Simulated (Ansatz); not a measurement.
**A computed series for Mg: element substitutions**

Base system: Mg in the hcp (Mg type) structure (space group P6_3/mmc, No. 194; a = 3.173 Å, c = 5.182 Å).

Each row replaces one element on all its sites; cell and atoms are relaxed.

The values are results of r2SCAN, PAW, 500 eV (Ansatz, a program for electronic structure; no SOC), not measurements.

```csv
case,c/a ratio,lattice parameter a
base,1.633,3.173 Å
Mg → Al,1.653,2.818 Å
Mg → Sc,1.559,3.329 Å
Mg → Y,___,___
Mg → Si,1.714,2.642 Å
```

**Question.** Complete the table.

**Answer.** 
- Mg → Y, c/a ratio: 1.547
- Mg → Y, lattice parameter a: 3.683 Å

Stability against distortions was not tested. For Al and Si in this form, whether it has been made was not checked. The final runs are not spin-polarised. This is not the structure that Al has at room temperature and ambient pressure. This is not the structure that Si has at room temperature and ambient pressure.
